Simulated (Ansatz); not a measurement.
Quartz-high SiO2 (high-temperature phase), treated with PBE0 (Ansatz, a first-principles code, plane waves, PAW).

Settings: plane-wave cutoff 460 eV, 6×6×4 k mesh (along the axes of the cell as run), Fermi–Dirac smearing 0.01 eV, scalar-relativistic PAW data made under PBE.

Cell (relaxed with PBEsol):

```
CELL_PARAMETERS angstrom
      5.08088     0.00000     0.00000
     -2.54044     4.40017     0.00000
      0.00000     0.00000     5.55845
ATOMIC_POSITIONS crystal
  Si 0.00000 0.50000 0.33333
  Si 0.50000 0.00000 0.00000
  Si 0.50000 0.50000 0.66667
  O  0.58442 0.79221 0.83333
  O  0.79221 0.58442 0.50000
  O  0.20779 0.79221 0.16667
  O  0.41558 0.20779 0.83333
  O  0.20779 0.41558 0.50000
  O  0.79221 0.20779 0.16667
```

Task: Predict the band gap and smallest direct gap on the k points sampled.

Result: 
* **band gap**: 8.19 eV (indirect)
* **smallest direct gap on the k points sampled**: 8.38 eV

Note: symmetry holds this phase in the static calculation, where it need not be a minimum; held by symmetry at 0 K, a high-temperature phase can be a saddle point; cell and atoms aren't relaxed at this level (largest force component 0.19 eV/Å, pressure -2.5 GPa).

Computed values are for the static lattice.

Cost on a shared machine: about 10 core-minutes (a rough figure).
